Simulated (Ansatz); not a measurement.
An Ansatz (a first-principles code) run: Si with a change (pressure 1.5 GPa); PBE (Ansatz, PAW, scalar-relativistic without spin-orbit coupling).

Input:

Ansatz 0.2 input:
```yaml
crystal:
  lattice:
    - [0, 2.7280595069, 2.7280595069]
    - [2.7280595069, 0, 2.7280595069]
    - [2.7280595069, 2.7280595069, 0]
  atoms:
    - { symbol: Si, position: [0.5, 0.5, 0.5] }
    - { symbol: Si, position: [0.75, 0.75, 0.75] }
basis: { ecutwfc: 420, ecutrho_ratio: 4, xc_grid: 2, fft_grid_basis: typed }
kpoints: { mp_grid: { grid: [10, 10, 10] } }
hamiltonian:
  xc: pbe
  dispersion: none
  pseudopotentials: { kind: paw }
scf: { occupations: { method: fermi_dirac, width: 0.05 } }
relax: { f_tol: 0.01, max_steps: 60, cell: { stress_tol: 0.02, p_target: 1.5 } }
output: { forces: true, stress: true }
checkpoint: { write: state.ck, write_every: 1000 }
```

Output (explanatory and most iteration lines left out):

```
Relaxation: its limit of steps is 60 (relax.max_steps)
Pseudopotential: Si, paw, valence charge 4
Crystal: 2 atoms, lattice volume = 40.606 Å³
Basis set: ecut = 420 eV, 821 PW (Γ), exchange–correlation on 54×54×54 points (8 copies of the dense FFT grid, shifted against one another)
Bands: 8, of which v1, the nominal top of the filled ones, is band 4 counted from 1 (3 counted from 0)
Symmetry: 48 space group operations
Space group: Fd-3m (ITA 227), of the structure as read, at distance tolerance 3.4e-5 Å
k-points: 47 of 1000
Functional: x = pbe(κ = 0.804, μ = 0.2195149727645171), c = pbe(β = 0.06672455060314922)
SCF iter   1: F=—  HF=-1271.618548 eV  |F-HF|=—  |Δ(HF+E_count)|=         —  Δρ=1.25e-3  dr2=3.88e-4  ethr=1.77e-3  ⟨swp⟩=5.8  Hψ=3295  notcnv=0
SCF iter   2: F=—  HF=-1271.618906 eV  |F-HF|=—  |Δ(HF+E_count)|=   3.57e-4  Δρ=5.18e-4  dr2=6.01e-5  ethr=4.84e-6  ⟨swp⟩=2.0  Hψ=913  notcnv=0
SCF 1 converged in 6 iterations: F = -1271.618951 eV  dr2 = 1.30e-12
relax step   1: F+E_penalty+E_count = -1271.61895070 eV  Δ(F+E_penalty+E_count) = +0.000e0 eV  max|allowed force component| = 9.252e-18 eV/Å  Δτ_max = 0.0000 Å  P = +0.699 GPa  Ω = 40.606 Å³  (6 SCF iters, dr2 threshold 1.00e-7 eV, accepted)
[... steps on the carried basis left out ...]
relax step   4: F+E_penalty+E_count = -1271.61657918 eV  Δ(F+E_penalty+E_count) = +4.751e-5 eV  max|allowed force component| = 7.055e-17 eV/Å  Δτ_max = 0.0000 Å  P = +1.500 GPa  Ω = 40.260 Å³  stress off target by 2.27e-4 GPa  SCF on the basis re-selected at this cell (its energy is not comparable with the rows above)  (4 SCF iters)
SCF converged after 4 iterations
Free energy (F): -1271.616579 eV
Internal energy: -1271.616559 eV  (E = F + TS)
E sigma→0 (E₀):  -1271.616569 eV
Entropy (-TS):   -0.000020 eV (-0.010 meV/atom)
Fermi energy:    6.451861 eV
--- Forces (eV/Å), atoms counted from 1 ---
  atom   1  Si     0.00000000     0.00000000    -0.00000000
  atom   2  Si    -0.00000000     0.00000000     0.00000000
--- Stress (GPa, compression-positive) ---
        1.499773      -0.000000      -0.000000
        0.000000       1.499773       0.000000
       -0.000000      -0.000000       1.499773
  P = ⅓ Tr σ = 1.4998 GPa (14.998 kbar)
--- Relaxed structure (3 steps of the walk, 3 accepted, 1 SCFs on fresh bases) ---
  cell:  # Å, volume = 40.2599 Å³
    - [5.007795326080195e-34, 2.7202848142111002, 2.7202848142111002]
    - [2.7202848142111002, 9.593630155686226e-34, 2.7202848142111002]
    - [2.7202848142111002, 2.7202848142111002, -1.019074406579118e-34]
  atoms:
    - { symbol: Si, position: [0.49999999999999994, 0.49999999999999994, 0.49999999999999994] }
    - { symbol: Si, position: [0.75, 0.75, 0.75] }
```

Load acts through the strain it causes; cell and atoms are relaxed under it. Stability against distortions was not tested. The cell was made from Si in the diamond structure (space group Fd-3m, No. 227) by this change: pressure 1.5 GPa.
